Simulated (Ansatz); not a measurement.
Consider MgO in the rock salt structure (space group Fm-3m, No. 225).

Space group Fm-3m (No. 225); a = 4.204 Å, b = 4.204 Å, c = 4.204 Å, α = 90.00°, β = 90.00°, γ = 90.00°

```tsv
atom	site	symmetry	x	y	z
Mg	4a	m-3m	0.0000	0.0000	0.0000
O	4b	m-3m	0.5000	0.5000	0.5000
```
(The calculation used a cell of 2 atoms; values per cell refer to that cell.)

Method: Ansatz (a quantum-chemistry and plane-wave program) r2SCAN, no spin-orbit coupling.

Strains are applied to the cell and any free atomic positions relax.

One change was made to it. Results:

```json
[
 {"quantity": "mean gap deformation potential ΔEg/Δln V", "base": "–", "after": "-9.8 eV"},
 {"quantity": "hole mass (degenerate bands, along [100])", "base": "0.42, 2.1, 2.1 mₑ (at Γ)", "after": "0.41, 2.1, 2.1 mₑ (at Γ)"},
 {"quantity": "energy relative to the base (free energy F)", "base": "0 meV/atom", "after": "+16 meV/atom"},
 {"quantity": "electron mass", "base": "0.36 mₑ (at Γ)", "after": "0.35 mₑ (at Γ)"}
]
```

Question: What was done to the base?
A) isotropic strain +1.00 %
B) isotropic strain +3.00 %
C) isotropic strain +2.00 %
D) isotropic strain +2.50 %
E) isotropic strain +1.50 %

Answer: C, isotropic strain +2.00 %. For comparison, the energy relative to the base in the other runs: isotropic strain +3.00 % gives +36 meV/atom; isotropic strain +1.00 % gives +4.2 meV/atom; isotropic strain +1.50 % gives +9.3 meV/atom; isotropic strain +2.50 % gives +25 meV/atom.

Masses are band curvatures over ±0.01 Å⁻¹ around the edge. Whether these cells are dynamically stable was not tested.
